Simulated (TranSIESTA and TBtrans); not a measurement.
Cu chain with one bond stretched by 0.6 Å

System: Cu chain with one bond stretched by 0.6 Å. Leads: straight Cu chain, spacing 2.438 Å. Geometry: as built, not relaxed.

Computed with TranSIESTA and TBtrans, PBE, DZP numerical orbitals (energy shift 0.15 eV), PseudoDojo norm-conserving scalar-relativistic potentials, mesh cutoff 200 Ry, 300 K, no spin polarisation, no spin-orbit coupling; self-consistent non-equilibrium Green functions.

Conductance at 300 K (G0 = 2e²/h): 1.29
Thermopower (μV/K): 60
Mean T from −0.5 to 0.5 eV: 1.41

Energies count from the leads' Fermi level. Transmissions are for one spin of a degenerate pair. The energy step is 0.01 eV; narrower resonances are cut or missed.

```csv
E (eV),T,lead channels
-1.95,0.49,1
-1.80,0.56,1
-1.65,0.61,1
-1.50,0.66,1
-1.35,0.70,1
-1.20,0.74,1
-1.05,0.77,3
-0.90,0.79,3
-0.75,0.85,4
-0.60,1.05,4
-0.45,1.38,4
-0.30,1.78,band edge
-0.15,2.60,band edge
0.00,0.88,1
0.15,0.91,1
0.30,0.92,1
0.45,0.93,1
0.60,0.93,1
0.75,0.94,1
0.90,0.94,1
1.05,0.95,1
1.20,0.95,1
1.35,0.96,1
1.50,0.97,1
1.65,0.97,1
1.80,0.98,1
1.95,0.98,1
```

The leads' channel count changes near -0.03 eV, within the thermal window, so values at the Fermi level hang on where that band edge falls. The straight chain is held at its spacing; free chains may zigzag or dimerise. No spin-polarised start was tried, so a magnetic state, if there is one, is missed.
